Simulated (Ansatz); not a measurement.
The parent structure is SiO2 (space group P3_121, No. 152; a = 4.948 Å, c = 5.441 Å).

Level of theory: DFT with PBEsol, PAW potentials and a 420 eV plane-wave cutoff in Ansatz (an electronic-structure program), without spin-orbit coupling, earlier PAW set.

For the base:

```
Quantity                      Result
-------------------  ---------------
Smallest direct gap          6.03 eV
Band gap                     5.72 eV
Lattice parameter a          4.948 Å
Gap character        indirect, K → Γ
```

Modification: cell and atoms relaxed at a pressure of 30 GPa.

Question: What happens to the smallest direct gap, band gap, lattice parameter a and gap character?

Answer: The smallest direct gap rises by 0.85 eV, from 6.03 eV to 6.88 eV; the band gap grows by 0.97 eV (5.72 eV → 6.69 eV); the lattice parameter a decreases by 0.6948 Å (4.948 Å → 4.254 Å); the gap character changes from indirect, K → Γ to indirect, M → Γ.

Load acts through the strain it causes; cell and atoms are relaxed under it. No phonon test of stability was made. No other phases were tried under pressure.
